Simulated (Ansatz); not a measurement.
## Hf: pressure −2 GPa

Take Hf in the hcp (Mg type) structure (space group P6_3/mmc, No. 194; a = 3.159 Å, c = 5.000 Å) as the base.

Perturbation: a negative pressure, −2 GPa.

Computed with plane-wave PAW DFT at the PBEsol level (Ansatz, a first-principles code, 420 eV), scalar-relativistic without spin-orbit coupling. Γ-centred 17×17×9 mesh, Fermi–Dirac width 0.05 eV.

The volume per atom grows by 0.396 Å³ (21.61 Å³ → 22.00 Å³) and the density shrinks by 0.25 g/cm³ (13.72 g/cm³ → 13.47 g/cm³). The lattice parameter a goes up by 0.020 Å to 3.179 Å and the c/a ratio stays essentially unchanged (1.583 against 1.582). The enthalpy H = E + PV relative to the base's energy comes out as -0.27 eV/atom and the band gap remains zero.

Final structure:

```yaml
crystal:
  lattice:
    - [3.17895, 0.00000, 0.00000]
    - [-1.58948, 2.75305, 0.00000]
    - [0.00000, 0.00000, 5.02818]
  atoms:
    - { symbol: Hf, position: [0.33333, 0.66667, 0.75000] }
    - { symbol: Hf, position: [0.66667, 0.33333, 0.25000] }
```

Load acts through the strain it causes; cell and atoms are relaxed under it. Whether these cells are dynamically stable was not tested. All final runs are without spin polarisation.
